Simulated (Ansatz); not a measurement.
The reference is Ti in the hcp (Mg type) structure (space group P6_3/mmc, No. 194; a = 2.939 Å, c = 4.650 Å).

Calculations: PBE (Ansatz, a program for electronic structure; PAW; 420 eV plane waves; no spin-orbit coupling).

For the base:

| Property | Result |
|---|---|
| Lattice parameter a | 5.554 bohr |

Now apply this change: every Ti is replaced by Hf; the structure is relaxed again.

**Question.** What happens to the lattice parameter a?

**Answer.** The lattice parameter a goes up by 0.501 bohr (5.554 bohr → 6.055 bohr).

No phonon test of stability was made. All final runs are without spin polarisation.
